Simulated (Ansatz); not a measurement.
Take Co in the hcp (Mg type) structure (space group P6_3/mmc, No. 194; ferromagnetic) as the base.

```xyz
2
Lattice="2.4939 0.0000 0.0000 -1.2470 2.1598 0.0000 0.0000 0.0000 4.0317" Properties=species:S:1:pos:R:3 pbc="T T T"
Co     0.0000     1.4399     3.0238
Co     1.2470     0.7199     1.0079
```

All numbers come from plane-wave PAW DFT at the PBE level (Ansatz, an electronic-structure program, 420 eV), no spin-orbit coupling, earlier PAW set.

For the base:

The volume per atom is 10.86 Å³ and the c/a ratio comes out as 1.617.

The change: Os takes the place of Co on all its sites, then cell and atoms are relaxed.

Tabulated Pauling electronegativity and covalent radius: Co 1.88, 1.26 Å; Os 2.20, 1.44 Å.

Problem. Estimate the effect on the volume per atom.

Solution. The volume per atom grows by 3.42 Å³, from 10.86 Å³ to 14.28 Å³.

Problem. What does the calculation give for the c/a ratio after the change?

Solution. The c/a ratio decreases by 0.040, from 1.617 to 1.577.

Other magnetic orders, which the real material may have, were not ruled out. Stability against distortions was not tested. Spin-polarised in the final run: base; the other runs are not.
